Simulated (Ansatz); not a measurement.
Take InSb in the zinc blende structure (space group F-43m, No. 216; a = 6.556 Å) as the base. Axes: x, y, z lie along the cube axes.

Computed with Ansatz (a program for electronic structure), r2SCAN, PAW, cutoff 500 eV, scalar-relativistic without spin-orbit coupling.

For the base:

The shortest interatomic distance is 2.839 Å.

Modification: uniaxial stress, 3 GPa compression along x; all other stress components relax to zero.

**Question.** How does this affect the energy relative to the base and shortest interatomic distance?

**Answer.** The energy goes up by 35 meV/atom; the shortest interatomic distance decreases by 0.015 Å, from 2.839 Å to 2.824 Å.

Load acts through the strain it causes; cell and atoms are relaxed under it. Beyond what the load breaks, stability against distortions was not tested. The final runs are not spin-polarised. Gaps under 0.05 eV, about the width of the smearing, are given as zero.
